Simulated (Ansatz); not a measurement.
The parent structure is BaZrO3 in the cubic perovskite structure (space group Pm-3m, No. 221; a = 4.181 Å). Axes: x, y, z lie along the cube axes.

Computed with Ansatz (a first-principles code), PBEsol, PAW, cutoff 420 eV, spin-orbit coupling left out.

Perturbation: a pure shear with ε_xy = ε_yx = 0.0167, atoms relaxed at fixed cell.

Task: Predict the stress tensor and what it implies for the stiffness.

Result: Stress of the strained cell less that of the base (GPa, compression positive):
```
   0.06   -2.86    0.00
  -2.86    0.06    0.00
   0.00    0.00    0.05
```

Then −Δσ/γ with γ = 2ε = 0.0334 gives secant stiffness values (nonlinear terms included at this strain): C66 ≈ 86 GPa.

As a check, the harmonic strain energy −½ V₀ Δσ:ε is 4.4 meV/atom; the computed energy rise is 4.3 meV/atom.

Stability against distortions was not tested.
